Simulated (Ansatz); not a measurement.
Data:

```yaml
crystal:
  lattice:
    - [2.69349, 0.00000, 0.00000]
    - [0.00000, 5.98661, 0.00000]
    - [0.00000, 2.99330, 2.99330]
  atoms:
    - { symbol: Si, position: [0.50000, 0.50000, 0.00000] }
    - { symbol: Si, position: [0.00000, 0.00000, 0.00000] }
    - { symbol: O, position: [0.00000, 0.30684, 0.38632] }
    - { symbol: O, position: [0.00000, 0.69316, 0.61368] }
    - { symbol: O, position: [0.50000, 0.19316, 0.00000] }
    - { symbol: O, position: [0.50000, 0.80684, 0.00000] }
```

Space group of this cell: P4_2/mnm, rutile. The cell is taken as given; by r2SCAN its mean pressure is -9.6 GPa.

Computed with r2SCAN (plane waves, PAW; Ansatz, a first-principles code).

The current runs along the normal of the first two printed vectors; no spin-orbit coupling. Scaled by the factor s: the length along the current (ions clamped). Meshes 12×10×10 and 12×6 across the current in all rows.

| s | mean pressure (GPa) | slowest mid-gap decay constant κ (1/Å) |
|---|---|---|
| 0.97 | -0.4 | ? |
| 1.00 | -9.6 | 0.415 |
| 1.03 | -16.9 | 0.387 |

Take the slope of the slowest mid-gap decay constant κ against ln s from the two given rows, extrapolate to s = 0.97, and say what the run there gives.

Slope = (0.387 − 0.415) / ln 1.03 = -0.947 1/Å. The line gives 0.415 + (-0.947) × ln 0.97 = 0.444 1/Å. The run gives 0.443 1/Å, 0.001 1/Å under the line, 3 % of the predicted step.
